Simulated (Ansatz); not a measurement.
Defect: Si-vacancy pair (Si on one host Mo site, one Mo site vacant) in bcc Mo, neutral cell. Calculation: PBE, PAW (plane waves to 420 eV; Ansatz, a first-principles code).

Settings: 36 host sites, the relaxed PBE lattice, a 2×2×3 k-point mesh shifted by half a step, smearing 0.10 eV, spin-restricted, no image-charge correction. No zero-point or tunnelling terms. Forms of the defect that were not tried may lie lower. The order of the sites in energy changes with the mesh.

Barriers: single points on a 3×3×5 k-point mesh shifted by half a step at the bands' geometries.

Relaxed starting cell (atoms counted from 1):

```
Mo34Si
1.0
    9.48245     0.00000     0.00000
    0.00000     9.48245     0.00000
    0.00000     0.00000     6.32164
Si Mo
1 34
Direct
  0.00680   0.00659   0.01100
  0.00142   0.00123   0.49347
  0.00221   0.32811   0.00406
  0.00202   0.33211   0.49856
  0.00050   0.66817   0.00034
  0.00057   0.66635   0.50168
  0.32830   0.00199   0.00403
  0.33230   0.00181   0.49854
  0.33331   0.33309   0.00390
  0.33393   0.33372   0.49887
  0.33334   0.66676   0.00165
  0.33371   0.66704   0.50294
  0.66838   0.00030   0.00035
  0.66654   0.00037   0.50167
  0.66697   0.33313   0.00165
  0.66724   0.33351   0.50294
  0.66633   0.66613   0.00366
  0.66731   0.66711   0.50114
  0.16702   0.16685   0.74818
  0.16658   0.49662   0.25149
  0.16644   0.49815   0.75039
  0.16746   0.83346   0.25199
  0.16549   0.83478   0.75094
  0.49682   0.16634   0.25147
  0.49836   0.16623   0.75037
  0.50005   0.49984   0.25167
  0.49868   0.49848   0.75153
  0.49960   0.83333   0.25159
  0.49757   0.83457   0.75144
  0.83368   0.16725   0.25201
  0.83498   0.16532   0.75095
  0.83355   0.49939   0.25159
  0.83477   0.49739   0.75145
  0.83304   0.83283   0.24964
  0.83410   0.83393   0.75017
```

End state 1 differs by these moves (Å; atoms that move under 0.08 Å are left out):

```tsv
atom	element	Δx	Δy	Δz
1	Si	1.45	1.45	1.46
```

Problem. What forward and backward barriers to end state 1 does PBE, PAW give?

Solution. forward 0.48 eV, backward 0.48 eV; at the saddle point atom 1 has neighbours 4 Mo at 2.62, 2 Mo at 2.64 Å. The saddle point's order was not checked, and it lies on a symmetry element of the cell, where a band can be held.

End state 2 differs by these moves (Å; atoms that move under 0.08 Å are left out):

| atom | element | Δx | Δy | Δz |
|---|---|---|---|---|
| 1 | Si | -0.06 | -0.06 | -0.06 |
| 2 | Mo | 1.55 | 1.55 | -1.52 |

Problem. Give the forward and backward barriers to end state 2 at the level PBE, PAW.

Solution. forward 1.09 eV, backward 1.12 eV; at the saddle point atom 2 has neighbours 2 Mo at 2.63, Mo at 2.73, 2 Mo at 2.77, Mo at 3.14, 2 Mo at 3.23; Si at 2.65 Å. The saddle point's order was not checked, and it lies on a symmetry element of the cell, where a band can be held.
